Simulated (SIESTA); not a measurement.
SIESTA is run on VSe (P1, 4 atoms in the cell), and the run fails. The aim is a self-consistent single point with DFT, LDA PW92, numerical atomic orbitals DZP, PseudoDojo LDA standard norm-conserving potentials (rewritten from UPF to PSML).

Cell that was meant: a = 3.6290 Å, b = 3.6290 Å, c = 6.5722 Å, α = 90.00°, β = 90.00°, γ = 90.00°.

Part of the input:

```
OccupationFunction           FD
ElectronicTemperature        0.1 eV

MaxSCFIterations             3
SCF.MustConverge             false
SCF.Mixer.Method             Pulay
SCF.Mixer.Weight             0.1
SCF.Mixer.History            8
```

The program printed (abridged):

```
        iscf     Eharris(eV)        E_KS(eV)     FreeEng(eV)     dDmax    Ef(eV) dHmax(eV)
   scf:    1   -10588.568556   -10603.688840   -10603.805909  1.632676 -4.373361  7.856162
   scf:    2   -10606.448988   -10605.331122   -10605.446587  0.083371 -4.736718  3.945687
   scf:    3   -10606.275583   -10605.933354   -10606.051463  0.066234 -5.024862  1.803205
SCF_NOT_CONV: SCF did not converge  in maximum number of steps.
SCF_NOT_CONV: SCF did not converge  in maximum number of steps.
Geom step, scf iteration, dDmax, dHmax:    0     3      0.066234     0.132533
Geom step, scf iteration, dDmax, dHmax:    0     3      0.066234     0.132533

Using DM_out to compute the final energy and forces

   [... lines left out ...]
siesta: FreeEng =    -10606.051463
   [... lines left out ...]

siesta: Atomic forces (eV/Ang):
siesta:      1    0.290933   -1.402493    0.325637
siesta:      2    0.625995    2.055304    0.182183
siesta:      3   -0.496396   -0.715721   -0.703296
siesta:      4   -0.417153    0.063101    0.197724
siesta: ----------------------------------------
siesta:    Tot    0.003378    0.000191    0.002247

siesta: Stress tensor (static) (eV/Ang**3):
siesta:     0.013519    0.000706   -0.001657
siesta:     0.000727    0.029128   -0.017190
siesta:    -0.001619   -0.015688    0.021464

siesta: Cell volume =         86.555209 Ang**3

siesta: Pressure (static):
siesta:                Solid            Molecule  Units
siesta:          -0.00023275          0.00008568  Ry/Bohr**3
siesta:          -0.02137012          0.00786718  eV/Ang**3
siesta:         -34.23870852         12.60460689  kBar
```

Task: Diagnose the run.

Result: The fault is an iteration limit that is too low, with the stop on failure switched off. The program then goes on with a density that is not self-consistent. To fix it, raise the limit and let the run stop on failure. The run ended unconverged after 3 iterations.

An input that runs soundly differs in these lines (not the only fix; some lines may just follow from the change or write a value another way):
```diff
-MaxSCFIterations             3
-SCF.MustConverge             false
+MaxSCFIterations             150
```

With that input, the run converged in 13 iterations: free energy E − TS -10606.4045 eV; Fermi level (on the code's own zero) -5.21 eV; pressure -3.90 GPa; largest force (vector length) 2.045 eV/Å (DFT, LDA PW92, numerical atomic orbitals DZP, PseudoDojo LDA standard norm-conserving potentials (rewritten from UPF to PSML)).

On the sound input: the starting cell comes from a database of computed structures (which also holds hypothetical and non-ambient phases and stackings), without a prior relaxation at this level. Its atoms were displaced at random from the sites of space group no. 129. Spin polarisation is off, so a magnetic state, if there is one, cannot be reached. Values carry the incompleteness of an atom-centred basis. With a pressure of about -4 GPa the cell is away from its equilibrium volume at this level. Forces in this geometry exceed 1 eV/Å.
